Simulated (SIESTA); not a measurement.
Band structure of PbTe (Fm-3m, 2 atoms in the cell).

```
PbTe
1.0
    0.00000     3.18866     3.18866
    3.18866     0.00000     3.18866
    3.18866     3.18866     0.00000
Te Pb
1 1
Direct
  0.50000   0.50000   0.50000
  0.00000   0.00000   0.00000
```

Method: GGA PBE, numerical atomic orbitals DZP, PseudoDojo PBE standard norm-conserving potentials (rewritten from UPF to PSML) in SIESTA.

Settings: XC.functional = GGA; XC.authors = PBE; potentials = PseudoDojo PBE standard; PAO.BasisSize = DZP; PAO.EnergyShift = 0.01 Ry; MeshCutoff = 300 Ry; kgrid.MonkhorstPack = 5 5 5; OccupationFunction = FD; ElectronicTemperature = 116.05 K; MaxSCFIterations = 150; SCF.Mixer.Method = Pulay; SCF.Mixer.Weight = 0.25; SCF.Mixer.History = 6; SCF.DM.Tolerance = 1.0E-04.

The starting cell has typed, rounded lattice constants, without a prior relaxation at this level. Its lattice was rescaled by a random factor within 2.5 % of one. Spin-orbit coupling is off. Values carry the incompleteness of an atom-centred basis.

Q: Predict the gap along the standard path and the places of the band edges.

A: The gap along the path is 0.75 eV, direct at L to within 0.01 eV.

Levels in eV from the top of the valence band on the path, bands 12 to 16:
```tsv
point	12	13	14	15	16
Γ	-5.58	-1.48	-1.48	-1.48	4.24
X	-7.43	-4.88	-3.05	-3.05	3.22
W	-8.22	-4.12	-4.12	-0.43	1.69
K	-8.20	-4.47	-2.53	-2.26	3.70
L	-8.90	-1.03	-1.03	0.00	0.75
U	-8.20	-4.47	-2.53	-2.26	3.70
```

Higher empty bands are left out: an atom-centred basis made for the valence describes them poorly.
